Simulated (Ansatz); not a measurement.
Reference: LiCl (Fm-3m), PBEsol, rigid bands (plane waves, PAW, scalar-relativistic; Ansatz, a first-principles code); axes and stresses refer to this cell.

```
LiCl
1.0
    0.00000     2.53208     2.53208
    2.53208     0.00000     2.53208
    2.53208     2.53208     0.00000
Li Cl
1 1
Direct
  0.00000   0.00000   0.00000
  0.50000   0.50000   0.50000
```

The Seebeck coefficient, n-type 1e19 cm⁻³ is -206 μV/K. The Seebeck coefficient, p-type 1e19 cm⁻³ is 568 μV/K and the hole conductivity mass is 1.67 mₑ.

Problem. Change: functional PBE, cell relaxed with it. What happens to Seebeck coefficient, n-type 1e19 cm⁻³, Seebeck coefficient, p-type 1e19 cm⁻³, hole conductivity mass?

Solution. Seebeck coefficient, n-type 1e19 cm⁻³ moves little, to -207 μV/K; Seebeck coefficient, p-type 1e19 cm⁻³ moves little, to 575 μV/K; hole conductivity mass goes up to 1.84 mₑ.

Problem. Change: functional r2SCAN on the same cell. What happens to Seebeck coefficient, n-type 1e19 cm⁻³, Seebeck coefficient, p-type 1e19 cm⁻³, hole conductivity mass?

Solution. Seebeck coefficient, n-type 1e19 cm⁻³ goes up in size to -256 μV/K; Seebeck coefficient, p-type 1e19 cm⁻³ moves little, to 565 μV/K; hole conductivity mass rises to 1.74 mₑ.

Masses are for dilute carriers at 300 K, harmonic means over directions unless an axis is named. Seebeck coefficients are for the stated density at 300 K, with one relaxation time for all states and whether or not that doping can be reached. Spin-orbit coupling is left out unless a row names it.
